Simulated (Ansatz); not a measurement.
**A constructed model of the (0001) surface of hcp Zr, a pseudomorphic layer of Zn in the host's stacking (bottom of the slab: a bare face, its two planes held)**

These are PBE (plane waves to 420 eV, PAW; Ansatz, a first-principles code) values and carry that method's errors.

Set-up: 7 atoms, 15.4 Å thick at the start; mesh 13x13x1; 0.1 eV smearing; dipole correction on; 2 atoms held, the rest relaxed; symmetry of the start imposed; no spin, no spin-orbit, no U. It is one candidate, not shown to be the stable structure of the face.

```
Quantity                                         Result
-----------------------------  ------------------------
work function of the top face                   3.75 eV
energy released by relaxation                  0.078 eV
cost                           roughly 2.4 core-minutes
```
